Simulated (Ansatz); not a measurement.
A self-consistent single point of BaTiO3 (P4mm, 5 atoms in the cell) with Ansatz (an electronic-structure program).

Method of the run: PBE, harder PAW files (source: ansatz) (plane waves; Ansatz).

The change in words: lattice scaled by 0.98; basis.ecutwfc: 420 eV → 650 eV; hamiltonian.pseudopotentials: {kind: paw} (the program's default PAW files) → {kind: paw, source: ansatz}. Reference geometry:
```
BaTiO3
1.0
    3.97005     0.00000     0.00000
    0.00000     3.97005     0.00000
    0.00000     0.00000     4.01980
Ba Ti O
1 1 3
Direct
  0.00000   0.00000   0.01244
  0.50000   0.50000   0.51300
  0.50000   0.50000   0.97700
  0.00000   0.50000   0.48700
  0.50000   0.00000   0.48700
```

Reference input (self-consistent single point, DFT, PBE, plane waves, default PAW files): basis.ecutwfc = 420 eV; kpoints.mp_grid.grid = 6 6 6; hamiltonian.xc = pbe; hamiltonian.pseudopotentials = {kind: paw} (the program's default PAW files); scf.occupations.method = fermi_dirac; scf.occupations.width = 0.02 eV. This run's input differs from it in these lines:

Ansatz 0.2 input:
```diff
@@ -3,13 +3,13 @@
   lattice:
-    - [3.97005000, 0.00000000, 0.00000000]
-    - [0.00000000, 3.97005000, 0.00000000]
-    - [0.00000000, 0.00000000, 4.01980000]
+    - [3.89064900, 0.00000000, 0.00000000]
+    - [0.00000000, 3.89064900, 0.00000000]
+    - [0.00000000, 0.00000000, 3.93940400]
   atoms:
-    - { symbol: Ba, position_ang: [0.00000000, 0.00000000, 0.04999827] }
-    - { symbol: Ti, position_ang: [1.98502500, 1.98502500, 2.06215740] }
-    - { symbol: O, position_ang: [1.98502500, 1.98502500, 3.92734460] }
-    - { symbol: O, position_ang: [0.00000000, 1.98502500, 1.95764260] }
-    - { symbol: O, position_ang: [1.98502500, 0.00000000, 1.95764260] }
+    - { symbol: Ba, position_ang: [0.00000000, 0.00000000, 0.04899831] }
+    - { symbol: Ti, position_ang: [1.94532450, 1.94532450, 2.02091425] }
+    - { symbol: O, position_ang: [1.94532450, 1.94532450, 3.84879771] }
+    - { symbol: O, position_ang: [0.00000000, 1.94532450, 1.91848975] }
+    - { symbol: O, position_ang: [1.94532450, 0.00000000, 1.91848975] }
 basis:
-  ecutwfc: 420.0
+  ecutwfc: 650.0
 kpoints:
@@ -18,3 +18,3 @@
   xc: pbe
-  pseudopotentials: { kind: paw }
+  pseudopotentials: { kind: paw, source: ansatz }
 scf:
```

Output (repeated stretches shortened):

```
SCF iter   1: F=—  HF=-10146.141483 eV  |F-HF|=—  |Δ(HF+E_count)|=         —  Δρ=9.75e-2  dr2=7.18e0  ethr=3.10e-3  ⟨swp⟩=6.7  Hψ=4840  notcnv=0
all-band conjugate gradients solve this SCF's bands
preconditioner: auto → Resta (q_TF=auto, 2.553 Å⁻¹)
SCF iter   2: F=—  HF=-10144.363529 eV  |F-HF|=—  |Δ(HF+E_count)|=    1.78e0  Δρ=5.55e-2  dr2=9.53e-1  ethr=3.10e-3  ⟨swp⟩=3.2  Hψ=2447  notcnv=0  defer=40
   [... lines left out ...]
SCF iter   6: F=—  HF=-10144.129636 eV  |F-HF|=—  |Δ(HF+E_count)|=   4.27e-4  Δρ=3.16e-4  dr2=6.80e-5  ethr=4.64e-6  ⟨swp⟩=2.0  Hψ=1824  notcnv=0  defer=40
SCF iter   7: F=—  HF=-10144.129628 eV  |F-HF|=—  |Δ(HF+E_count)|=   8.03e-6  Δρ=6.05e-5  dr2=1.58e-6  ethr=1.70e-7  ⟨swp⟩=2.4  Hψ=1531  notcnv=0  defer=40
SCF iter   8: F=—  HF=-10144.129628 eV  |F-HF|=—  |Δ(HF+E_count)|=   8.11e-7  Δρ=2.04e-5  dr2=3.06e-7  ethr=3.96e-9  ⟨swp⟩=2.0  Hψ=1497  notcnv=0  defer=40
SCF iter   9: F=-10144.129628 eV  HF=-10144.129628 eV  |F-HF|=7.29e-9  |Δ(HF+E_count)|=   9.71e-9  Δρ=6.08e-6  dr2=2.08e-8  ethr=2.50e-10  ⟨swp⟩=12.3  Hψ=5342  notcnv=0
SCF 1 converged in 9 iterations: F = -10144.129628 eV  dr2 = 2.08e-8
Free energy (F): -10144.129628 eV
Internal energy: -10144.129628 eV  (E = F + TS)
E sigma→0 (E₀):  -10144.129628 eV
Fermi energy:    12.448528 eV
--- Forces (eV/Å), atoms counted from 1 ---
  atom   1  Ba    -0.00000000     0.00000000    -0.43187265
  atom   2  Ti     0.00000000     0.00000000    -0.08747305
  atom   3  O      0.00000000     0.00000000     0.58436445
  atom   4  O      0.00000000     0.00000000    -0.03249875
  atom   5  O     -0.00000000     0.00000000    -0.03249875
--- Stress (GPa, compression-positive) ---
       18.251535       0.000000      -0.000000
        0.000000      18.251535       0.000000
       -0.000000       0.000000      18.550579
  P = ⅓ Tr σ = 18.3512 GPa (183.512 kbar)
  The stress holds the Pulay correction. Without it, at fixed plane waves, as pw.x and ABINIT print it: P = 14.9255 GPa
```

The run converged in 9 iterations. Against the reference run the pressure goes from 5.64 to 18.35 GPa, the largest force goes from 0.312 to 0.584 eV/Å and the gap on the mesh goes from 1.893 to 2.019 eV.

The starting cell has typed, rounded lattice constants, without a prior relaxation at this level. Its lattice was rescaled by up to half a per cent. One atom was moved a little off its site on purpose. For this run, on top of that: lattice scaled by 0.98. Ansatz's pressure includes its estimate of the finite-basis (Pulay) stress. Without the estimate this run gives 14.93 GPa. The cutoff lies below the one recommended for these files.
